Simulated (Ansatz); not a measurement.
The reference is ZnGeP2 in the chalcopyrite structure (space group I-42d, No. 122; a = 5.500 Å, c = 10.844 Å). Axes: x, y, z lie along a, b, c of the conventional cell.

Calculations: PBE/PAW in Ansatz (a first-principles code), spin-orbit coupling left out.

Before the change:

- Shortest interatomic distance = 2.360 Å
- Pressure = 0.00 GPa

Modification: uniaxial strain ε_zz = −0.27 %, all other strain components held at zero; the atoms relax in the strained cell.

How does this affect the shortest interatomic distance?

The shortest interatomic distance falls by 0.002 Å, from 2.360 Å to 2.358 Å.

Estimate the effect on the pressure.

The pressure (mean of the normal stresses, compression positive) goes from zero to 0.21 GPa.

Predict the new energy relative to the base.

The energy hardly moves.

No phonon test of stability was made.
